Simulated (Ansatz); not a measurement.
A computed series for ZnS: pressure series

Take ZnS in the wurtzite structure (space group P6_3mc, No. 186; a = 3.782 Å, c = 6.208 Å) as the base.

Cell and atoms are relaxed at each pressure.

Computed with PBEsol in Ansatz (plane waves to 420 eV, PAW, no spin-orbit coupling).

```csv
variant,lattice parameter a,width of the top valence band,gap character
base,3.782 Å,2.24 eV,direct at Γ
pressure −2 GPa,3.817 Å,2.14 eV,direct at Γ
pressure −1 GPa,3.799 Å,2.19 eV,direct at Γ
pressure 1.8 GPa,3.754 Å,?,direct at Γ
pressure 4.2 GPa,3.720 Å,2.41 eV,direct at Γ
pressure 9 GPa,3.661 Å,2.58 eV,direct at Γ
pressure 18 GPa,3.573 Å,2.86 eV,direct at Γ
pressure 30 GPa,3.479 Å,3.18 eV,?
pressure 45 GPa,?,3.57 eV,"indirect, Γ → K"
pressure 60 GPa,?,4.00 eV,"indirect, Γ → K"
```

Question: Some entries are withheld; estimate them.

Answer: 
- pressure 1.8 GPa, width of the top valence band: 2.31 eV
- pressure 30 GPa, gap character: indirect, Γ → L–M (33 % along)
- pressure 45 GPa, lattice parameter a: 3.379 Å
- pressure 60 GPa, lattice parameter a: 3.282 Å

Load acts through the strain it causes; cell and atoms are relaxed under it. Stability against distortions was not tested. Tetrahedral semiconductors of this kind turn to denser phases somewhere between about 1 and 50 GPa; those were not computed, so compressed cells here can lie past the real transition.

Ansatz is a program for electronic structure.
